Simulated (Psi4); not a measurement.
Psi4 1.11, unrestricted WB97X/def2-svpd: Ni(Br)(SH)(OH2)2 ([OH2]->[Ni](<-[OH2])([SH])[Br]), charge 0, multiplicity 3, 10 atoms. The geometry is a generated start, not checked to be a minimum at this level.

- task = energy
- method = wb97x
- basis = def2-svpd
- memory = 3 GB
- maxiter = 100
- keys of the molecule block = symmetry c1
- scf_type = df (default)
- guess = auto, which took SAD (default)
- scf_initial_accelerator = adiis (default)
- e_convergence = 1e-06 (default)
- d_convergence = 1e-06 (default)
- dft_radial_points = 75 (default)
- dft_spherical_points = 302 (default)
- basis functions = 188
- grid points = 216359

```xyz
10

Ni     0.5456    -0.0789    -0.0606
Br     1.9412     1.1961    -1.1590
S      0.9564    -2.1027     0.5894
H      1.4663    -1.7145     1.7567
O     -1.1390    -0.3463    -1.5568
H     -1.2088    -1.2891    -1.7440
H     -0.8091     0.0848    -2.3583
O     -0.3434     1.1274     1.5388
H     -1.3028     1.0687     1.5851
H     -0.1063     2.0544     1.4087
```

Charge 0 and multiplicity 3 are set for this test and not shown to be the ground state.

One run each on 2 threads. Values of diis_max_vecs tried: 3, 6, 10 (default), 20.

Task: Predict the course of the SCF iterations along this series.

Result: Fewest SCF iterations: 10 (default) with 30. The count rises to 55 at 6. The run ends without SCF convergence in 100 iterations at 3.

```csv
diis_max_vecs,SCF iterations,end
3,100,no convergence
6,55,same solution
10 (default),30,same solution
20,34,same solution
```
